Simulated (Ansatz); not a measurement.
Results of rVV10 (Ansatz, an electronic-structure program, plane waves, PAW) for fluorite AuAl2.

Settings: plane-wave cutoff 520 eV, 16×16×16 k mesh, Fermi–Dirac smearing 0.05 eV, scalar-relativistic PAW data made under PBE.

Cell (relaxed at this level):

```yaml
crystal:
  lattice:
    - [0.00000, 3.05023, 3.05023]
    - [3.05023, 0.00000, 3.05023]
    - [3.05023, 3.05023, 0.00000]
  atoms:
    - { symbol: Al, position: [0.25000, 0.25000, 0.25000] }
    - { symbol: Al, position: [0.75000, 0.75000, 0.75000] }
    - { symbol: Au, position: [0.00000, 0.00000, 0.00000] }
```

Estimate the bulk modulus and pressure derivative B′ of the bulk modulus that the calculation returns.


bulk modulus: 97.4 GPa
pressure derivative B′ of the bulk modulus: 5.0

The run finds no gap.

Spin–orbit coupling is not included; it can shift volumes and moduli of such heavy elements.

Computed values are for the static lattice.
